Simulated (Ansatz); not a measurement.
Abridged Ansatz (an electronic-structure program) output:

```
Pseudopotential: Ga, paw, valence charge 13
Pseudopotential: O, paw, valence charge 6
Crystal: 10 atoms, lattice volume = 109.650 Å³
Basis set: ecut = 420 eV, 2141 PW (Γ), exchange–correlation on 90×90×80 points (8 copies of the dense FFT grid, shifted against one another)
Bands: 54, of which v1, the nominal top of the filled ones, is band 44 counted from 1 (43 counted from 0)
Symmetry: 4 space group operations
k-points: 204 of 726
Functional: x = pbe(κ = 0.804, μ = 0.2195149727645171), c = pbe(β = 0.06672455060314922)
SCF iter   1: F=—  HF=-18542.585998 eV  |F-HF|=—  |Δ(HF+E_count)|=         —  Δρ=1.18e-1  dr2=7.31e0  ethr=3.10e-3  ⟨swp⟩=5.5  Hψ=36213  notcnv=0  defer=37
SCF iter   2: F=—  HF=-18540.717605 eV  |F-HF|=—  |Δ(HF+E_count)|=    1.87e0  Δρ=5.29e-2  dr2=1.43e0  ethr=3.10e-3  ⟨swp⟩=2.0  Hψ=21847  notcnv=0  defer=832
SCF 1 converged in 12 iterations: F = -18540.168764 eV  dr2 = 1.93e-10
SCF converged after 12 iterations
Free energy (F): -18540.168764 eV
Internal energy: -18540.168764 eV  (E = F + TS)
E sigma→0 (E₀):  -18540.168764 eV
Fermi energy:    8.641423 eV
--- Forces (eV/Å), atoms counted from 1 ---
  atom   1  Ga     0.00004245     0.00000000    -0.00007464
  atom   2  Ga    -0.00004245    -0.00000000     0.00007464
  atom   3  Ga     0.00007581     0.00000000     0.00001110
  atom   4  Ga    -0.00007581    -0.00000000    -0.00001110
  atom   5  O      0.00021539    -0.00000000    -0.00045174
  atom   6  O     -0.00021539     0.00000000     0.00045174
  atom   7  O     -0.00026142     0.00000000     0.00045582
  atom   8  O      0.00026142    -0.00000000    -0.00045582
  atom   9  O     -0.00052133     0.00000000    -0.00012428
  atom  10  O      0.00052133    -0.00000000     0.00012428
--- Stress (GPa, compression-positive) ---
        0.009211       0.000000       0.002319
        0.000000       0.007135      -0.000000
        0.002319      -0.000000       0.000240
  P = ⅓ Tr σ = 0.0055 GPa (0.055 kbar)
```

Question: What was computed, and what are the main results?

Answer: Ga2O3, 10 atoms in the cell, with PBE in Ansatz (plane waves to 420 eV, PAW, spin-orbit coupling left out), earlier PAW set. The last SCF converged to F = -18540.168764 eV, or -1854.0169 eV per atom, at a pressure of 0.01 GPa. The total energy compares only with runs of the same code, potentials and settings.

Stability against distortions was not tested. The cell is Ga₂O₃ (space group C2/m, No. 12).
